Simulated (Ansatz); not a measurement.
# Effect of pressure 22.5 GPa on ZnSe

Start from ZnSe in the zinc blende structure (space group F-43m, No. 216; a = 5.6333 Å).

One thing is altered: a hydrostatic pressure of 22.5 GPa.

Level of theory: PBEsol in Ansatz (plane waves to 420 eV, PAW, no spin-orbit coupling). Γ-centred 10×10×10 mesh, Fermi–Dirac width 0.05 eV.

| quantity | base | changed | shift |
|---|---|---|---|
| volume per atom | 22.35 Å³ | 18.06 Å³ | -4.285 Å³ |
| density | 5.36 g/cm³ | 6.64 g/cm³ | +1.273 g/cm³ |
| lattice parameter a | 5.633 Å | 5.247 Å | -0.386 Å |
| shortest interatomic distance | 2.439 Å | 2.272 Å | -0.167 Å |
| band gap | 1.24 eV | 2.15 eV | +0.91 eV |
| gap character | direct at Γ | direct at Γ | – |
| width of the top valence band | 2.79 eV | 3.87 eV | +1.08 eV |
| electron mass | 0.091 mₑ (at Γ) | 0.13 mₑ (at Γ) | – |
| hole mass (degenerate bands, along [100]) | 0.096, 0.58, 0.58 mₑ (at Γ) | 0.14, 0.43, 0.43 mₑ (at Γ) | – |
| valley order (the lowest conduction-band minima on the path, energy above the VBM, named in the base's zone) | Γ 1.24 eV; L along ⟨111⟩ 2.48 eV; X along ⟨100⟩ 2.80 eV | Γ 2.15 eV; X along ⟨100⟩ 2.22 eV; L along ⟨111⟩ 2.82 eV | – |

Final structure:

```yaml
crystal:
  lattice:
    - [0.00000, 2.62373, 2.62373]
    - [2.62373, 0.00000, 2.62373]
    - [2.62373, 2.62373, 0.00000]
  atoms:
    - { symbol: Zn, position: [0.00000, 0.00000, 0.00000] }
    - { symbol: Se, position: [0.25000, 0.25000, 0.25000] }
```

Load acts through the strain it causes; cell and atoms are relaxed under it. Effective masses come from finite differences of ±0.01 Å⁻¹. Stability against distortions was not tested. Measured, ZnSe leaves this structure (for rock salt) near 13 GPa (temperature not stated; as listed in M. Köfferlein et al., Hyperfine Interactions (1994)).

Ansatz is a program for electronic structure.
